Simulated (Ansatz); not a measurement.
System: fluorite HfO2 (high-temperature phase). Method: HSE06 (plane waves, PAW; Ansatz, a first-principles code).

Run with plane-wave cutoff 460 eV, 8×8×8 k mesh, Fermi–Dirac smearing 0.01 eV, scalar-relativistic PAW data made under PBE.

Energies at three volumes about the minimum:

```
V (Å³/atom)  E − E_lowest (meV/atom)
-----------  -----------------------
10.502                          5.88
10.744                          0.00
11.040                          5.42
```

Fit a parabola by hand: where is the minimum, what lattice constant follows, and what is the bulk modulus?

Slopes: (0.00 − 5.88)/(10.744 − 10.502) = -24.298 and (5.42 − 0.00)/(11.040 − 10.744) = 18.311 meV/Å³. Curvature E″ = 2 × (18.311 − (-24.298))/(11.040 − 10.502) = 158.398 meV/Å⁶. From the middle of the first interval, the slope vanishes at V0 = 10.6230 − (-24.298)/158.398 = 10.776 Å³/atom. B = V0 E″ = 10.776 × 158.398 meV/Å³ × 0.1602 GPa per meV/Å³ = 273 GPa. With 12 atoms in the cube, a = (12 × 10.776)^(1/3) = 5.057 Å. The full Birch–Murnaghan fit to all volumes gives V0 = 10.771 Å³/atom and B0 = 271 GPa.

Measured, for comparison: bulk modulus 242 ± 16 GPa (room temperature, not corrected to a static lattice, nanocrystalline cubic HfO2, second-order Birch-Murnaghan; as tabulated in High-pressure structural stability, equation of state, and thermal expansion …). Computed less measured: bulk modulus +12 %.

Note: symmetry holds this phase in the static calculation, where it need not be a minimum; held by symmetry at 0 K, a high-temperature phase can be a saddle point.
